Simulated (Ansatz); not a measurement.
Consider TiAl$_{3}$ (space group I4/mmm, No. 139).

```xyz
4
Lattice="-1.9229 1.9229 4.3100 1.9229 -1.9229 4.3100 1.9229 1.9229 -4.3100" Properties=species:S:1:pos:R:3 pbc="T T T"
Al     0.0000     0.0000     4.3100
Al     0.0000     1.9229     2.1550
Al     1.9229     0.0000     2.1550
Ti     0.0000     0.0000     0.0000
```

All numbers come from PBE in Ansatz (plane waves to 420 eV, PAW, no spin-orbit coupling).

One change was made to it. Results:

The c/a ratio decreases by 0.010 to 2.231; the shortest interatomic distance shrinks by 0.298 Å (2.719 Å → 2.421 Å).

Question: Name the change that was made.
(A) pressure 75 GPa
(B) pressure 7 GPa
(C) pressure −1 GPa
(D) pressure 3 GPa
(E) pressure 15 GPa

Answer: A, pressure 75 GPa. For comparison, the shortest interatomic distance in the other runs: pressure 15 GPa gives 2.621 Å; pressure 3 GPa gives 2.696 Å; pressure 7 GPa gives 2.668 Å; pressure −1 GPa gives 2.728 Å.

Load acts through the strain it causes; cell and atoms are relaxed under it. Stability against distortions was not tested. No other phases were tried under pressure. All final runs are without spin polarisation.

Ansatz is a quantum-chemistry and plane-wave program.
